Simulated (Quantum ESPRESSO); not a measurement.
# Predicting one run from its neighbours: the energy against the cutoff, MgB2 (P6mm, 3 atoms in the cell)

```
MgB2
1.0
    3.10545     0.00000     0.00000
   -1.55272     2.68940     0.00000
    0.00000     0.00000     3.53760
Mg B
1 2
Direct
  0.00000   0.00000   0.01413
  0.33333   0.66667   0.50000
  0.66667   0.33333   0.50000
```

Method: PBEsol, SSSP 1.1.2 efficiency (PBE) pseudopotentials (plane waves; Quantum ESPRESSO 7.5).

Base settings: ecutwfc = 40 Ry; ecutrho = 320 Ry; occupations = smearing; smearing = fd; degauss = 0.0073499 Ry; input_dft = pbesol; potentials = {Mg: Mg.pbe-n-kjpaw_psl.0.3.0.UPF, B: b_pbe_v1.4.uspp.F.UPF}; K_POINTS = automatic 4 4 3 0 0 0; conv_thr = 1e-10 Ry; mixing_beta = 0.7.

The last step of the ladder, which sets the zero, is ecutwfc = 96 Ry.

The starting cell has typed, rounded lattice constants, without a prior relaxation at this level. Its lattice was rescaled by up to half a per cent. One atom was moved a little off its site on purpose. Without a gap this mesh is coarse (it stands for a supercell whose shortest vector is 11 Å).

An empirical form for the window shown: the miss falls exponentially with the largest wave vector, which goes as √cutoff: ln(ΔF) = a + b·√cutoff.

| ecutwfc | √cutoff (√Ry) | F less the last step's (meV/atom) | ln of it |
|---|---|---|---|
| 20 Ry | 4.472 | 168.80 | 5.129 |
| 22 Ry | 4.690 | ? | ? |
| 24 Ry | 4.899 | 67.14 | 4.207 |
| 28 Ry | 5.292 | 23.27 | 3.147 |
| 32 Ry | 5.657 | 7.76 | 2.049 |

### Question
Fit the line to the 4 rows given and predict the withheld one.

### Answer
Means: x̄ = 5.0800, ȳ = 3.6330. Σ(x − x̄)(y − ȳ) = -2.030 and Σ(x − x̄)² = 0.7803, so b = -2.602 and a = ȳ − b·x̄ = 16.851; ΔF halves for each 0.27 in √cutoff. The largest residual of the fitted rows is 0.10. At x = 4.690 the line gives 4.648, that is 104 meV/atom. The run gave 108.83 meV/atom, a miss of 4.83 meV/atom (4 %). The table is a window of a longer ladder. The rows were chosen because the form fits them, the withheld one included, so this shows the method and is no test of the form.

Left out of this page: 10 runs of the series outside the window shown, repeating another row's setting, or not comparable.
